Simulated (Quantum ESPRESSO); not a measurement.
Checking a run of Quantum ESPRESSO on Rb (Im-3m, 1 atom in the cell). The aim is a self-consistent single point with DFT, PBE, plane waves, PseudoDojo standard norm-conserving (PBE) pseudopotentials.

Cell that was meant: a = 4.9420 Å, b = 4.9420 Å, c = 4.9420 Å, α = 109.47°, β = 109.47°, γ = 109.47°.

Part of the input:

```fortran
 ecutwfc = 50
 occupations = 'smearing'
 smearing = 'marzari-vanderbilt'
 degauss = 0.1
/
&ELECTRONS
 conv_thr = 1.0d-9
```

Output, abridged:

```
     Message from routine setup:
     using ibrav=0 with symmetry is DISCOURAGED, use correct ibrav instead
     G-vector sticks info
   [... lines left out ...]
                       cart. coord. in units 2pi/alat
        k(    1) = (   0.0000000   0.0000000   0.0000000), wk =   0.0092593
        k(    2) = (   0.1443376   0.1443376   0.0000000), wk =   0.1111111
        k(    3) = (   0.2886751   0.2886751   0.0000000), wk =   0.1111111
   [... 13 lines left out ...]

     Dense  grid:    29853 G-vectors     FFT dimensions: (  45,  45,  45)

     Initial potential from superposition of free atoms

     starting charge       8.9752, renormalised to       9.0000
     Self-consistent Calculation

     iteration #  1     ecut=    50.00 Ry     beta= 0.70

     Threshold (ethr) on eigenvalues was too large:
     Diagonalizing with lowered threshold

     total energy              =     -54.01565163 Ry
     estimated scf accuracy    <       0.00127163 Ry

     iteration #  2     ecut=    50.00 Ry     beta= 0.70

     total energy              =     -54.01591447 Ry
     estimated scf accuracy    <       0.00009061 Ry

     iteration #  3     ecut=    50.00 Ry     beta= 0.70

     total energy              =     -54.01592553 Ry
     estimated scf accuracy    <       0.00000715 Ry

     iteration #  4     ecut=    50.00 Ry     beta= 0.70

     total energy              =     -54.01592621 Ry
     estimated scf accuracy    <       0.00000007 Ry

     iteration #  5     ecut=    50.00 Ry     beta= 0.70

     total energy              =     -54.01592628 Ry
     estimated scf accuracy    <          4.9E-09 Ry

     iteration #  6     ecut=    50.00 Ry     beta= 0.70
     End of self-consistent calculation

     the Fermi energy is     1.8778 ev

!    total energy              =     -54.01592628 Ry
     estimated scf accuracy    <          2.0E-11 Ry
     smearing contrib. (-TS)   =      -0.02522569 Ry
     internal energy E=F+TS    =     -53.99070059 Ry

     convergence has been achieved in   6 iterations

     Forces acting on atoms (cartesian axes, Ry/au):

     atom    1 type  1   force =     0.00000000    0.00000000    0.00000000

     Total force =     0.000000     Total SCF correction =     0.000000

          total   stress  (Ry/bohr**3)                   (kbar)     P=        0.69
   0.00000472  -0.00000000  -0.00000000            0.69       -0.00       -0.00
  -0.00000000   0.00000472  -0.00000000           -0.00        0.69       -0.00
  -0.00000000  -0.00000000   0.00000472           -0.00       -0.00        0.69

   JOB DONE.
```

**Question.** Can these results be used? Check the input.

**Answer.** The run is not sound. The fault is an energy in the wrong unit. A bare number is read in the key's own unit, and eV, Ry (13.6 eV) and Ha (27.2 eV) lie far apart, so the setting ends up far from the one that was meant. To fix it, convert the value to the unit that the key expects. The run converged in 6 iterations without an error; against the sound input the free energy falls by 136 meV/atom and the pressure goes from -0.04 to 0.07 GPa.

The sound input it was made from differs as follows (other fixes are possible):
```diff
- degauss = 0.1
+ degauss = 0.0073499
```

With that input, the run converged in 6 iterations: free energy E − TS -734.7878 eV; Fermi level (on the code's own zero) 1.92 eV; pressure -0.04 GPa (DFT, PBE, plane waves, PseudoDojo standard norm-conserving (PBE) pseudopotentials).

On the sound input: the starting cell has typed, rounded lattice constants, without a prior relaxation at this level. Its lattice was rescaled by a random factor within 2.5 % of one.
